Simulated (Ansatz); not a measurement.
Take PbO$_{2}$ in the rutile structure (space group P4_2/mnm, No. 136) as the base.

```yaml
crystal:
  lattice:
    - [5.08163, 0.00000, 0.00000]
    - [0.00000, 5.08163, 0.00000]
    - [0.00000, 0.00000, 3.44364]
  atoms:
    - { symbol: Pb, position: [0.00000, 0.00000, 0.00000] }
    - { symbol: Pb, position: [0.50000, 0.50000, 0.50000] }
    - { symbol: O, position: [0.30796, 0.30796, 0.00000] }
    - { symbol: O, position: [0.80796, 0.19204, 0.50000] }
    - { symbol: O, position: [0.19204, 0.80796, 0.50000] }
    - { symbol: O, position: [0.69204, 0.69204, 0.00000] }
```

Cartesian axes are those of the cell as printed.

Calculations: DFT with PBE, PAW potentials and a 420 eV plane-wave cutoff in Ansatz (a quantum-chemistry and plane-wave program), scalar-relativistic without spin-orbit coupling.

Strains are applied to the cell and any free atomic positions relax.

One change was made to it. Results:

The energy goes up by 11 meV/atom; the shortest interatomic distance falls by 0.035 Å to 2.172 Å; the pressure (mean of the normal stresses, compression positive) goes from zero to 4.8 GPa.

Q: Which of these changes matches the shifts?
A) uniaxial strain ε_zz = −3.00 %
B) uniaxial strain ε_zz = −2.40 %
C) uniaxial strain ε_zz = −1.80 %
D) uniaxial strain ε_zz = −0.60 %

A: A, uniaxial strain ε_zz = −3.00 %. For comparison, the energy relative to the base in the other runs: uniaxial strain ε_zz = −1.80 % gives +3.7 meV/atom; uniaxial strain ε_zz = −0.60 % gives +0.4 meV/atom; uniaxial strain ε_zz = −2.40 % gives +6.7 meV/atom.

Stability against distortions was not tested. The final runs are not spin-polarised. Gaps under 0.05 eV, about the width of the smearing, are given as zero.
